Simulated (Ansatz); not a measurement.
## Response to strain in Ca

The reference is Ca in the fcc (Cu type) structure (space group Fm-3m, No. 225; a = 5.456 Å; relaxed with 0.1 eV smearing). Axes: x, y, z lie along the cube axes.

Strains are applied to the cell and any free atomic positions relax; under biaxial strain the out-of-plane vector relaxes too.

Method: PBEsol/PAW in Ansatz (a first-principles code), no spin-orbit coupling.

Candidates:
(a) biaxial strain +0.50 %, plane normal [001], relaxed out of plane
(b) biaxial strain +1.00 %, plane normal [001], relaxed out of plane
(c) biaxial strain −1.50 %, plane normal [001], relaxed out of plane

Question: Order them by out-of-plane strain, lowest first.

Answer: (b) biaxial strain +1.00 %, plane normal [001], relaxed out of plane (-1.38 %), (a) biaxial strain +0.50 %, plane normal [001], relaxed out of plane (-0.66 %), (c) biaxial strain −1.50 %, plane normal [001], relaxed out of plane (+1.95 %)

No phonon test of stability was made.
